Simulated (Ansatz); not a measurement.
Competing hops of Sc-vacancy pair in wurtzite GaN, charge state -3

Defect migration in wurtzite GaN: Sc-vacancy pair (Sc on one host Ga site, one Ga site vacant), charge state -3. The numbers are results of PBE, PAW (plane waves to 420 eV; Ansatz, a first-principles code), not measurements.

72-site cell at the relaxed PBE lattice, one k-point at (0.125, 0.250, 0.250), smearing 0.01 eV, spin-restricted, no finite-size correction. Energies are static. The charge state is imposed; whether it is stable for some Fermi level was not computed. Forms of the defect that were not tried may lie lower.

Barriers: single points on a 2×2×2 k-point mesh shifted by half a step along c at the bands' geometries (they differ from the bands' own by up to 0.05 eV, and are uncertain by about as much).

```csv
Route,Start site over the lowest site run (eV),Hop (Å),Forward barrier (eV),Backward barrier (eV),Neighbours at the start,Neighbours at the saddle,Saddle order,"Forward, on the band's own sampling (eV)"
the Sc atom itself jumps into the vacancy (Sc-vacancy distance between ideal sites 3.21 Å throughout),0.21,3.02,1.40,1.39,"N at 1.96, N at 2.09, 2 N at 2.10 Å","N at 1.90, N at 2.12, N at 2.36 Å",first order,1.37
one Ga atom jumps into the vacancy from a nearby Ga site (Sc-vacancy distance between ideal sites 3.21 → 5.24 Å),0.21,3.11,1.68,1.89,"N at 1.86, 2 N at 1.98, N at 2.04 Å","N at 1.78, N at 1.87 Å",first order,1.73
one Ga atom jumps into the vacancy from a nearby Ga site (Sc-vacancy distance between ideal sites 3.21 → 4.55 Å),0.21,3.10,2.20,2.04,"N at 1.87, 2 N at 1.98, N at 2.00 Å","N at 1.83, N at 2.19, N at 2.28, N at 2.29, N at 2.32 Å",first order,2.15
```

Paths come from CI-NEB runs. Of the routes that converged and passed our checks, the lowest saddle point lies 1.62 eV above the lowest of the sites run (the Sc atom itself jumps into the vacancy (Sc-vacancy distance between ideal sites 3.21 Å throughout)); other sites, such as split forms, and other routes may lie lower. 

The whole set of runs took roughly 5 core-hours.
